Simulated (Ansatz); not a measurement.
# How far PBE and r2SCAN part for TiC, pressure 30 GPa

Consider TiC in the rock salt structure (space group Fm-3m, No. 225; a = 4.333 Å).

(Cell as relaxed with PBE.)

Levels (all Ansatz, a quantum-chemistry and plane-wave program, PAW, earlier PAW set): PBE (420 eV, no SOC); r2SCAN (500 eV, no SOC).

Each level relaxes its own structure.

```json
[
 {"base": "volume per atom", "PBE": "10.17 Å³", "r2SCAN": "10.14 Å³"},
 {"base": "lattice parameter a", "PBE": "4.333 Å", "r2SCAN": "4.329 Å"},
 {"base": "band gap", "PBE": "zero", "r2SCAN": "zero"}
]
```

Modification: cell and atoms relaxed at a pressure of 30 GPa.

```json
[
 {"quantity": "shortest interatomic distance", "PBE": "2.096 Å", "r2SCAN": "2.097 Å"},
 {"quantity": "band gap", "PBE": "zero", "r2SCAN": "zero"}
]
```

The two agree on the band gap. Neither level is exact; r2SCAN is the comparison here, not a measurement.

Load acts through the strain it causes; cell and atoms are relaxed under it. No phonon test of stability was made. No other phases were tried under pressure. The final runs are not spin-polarised.
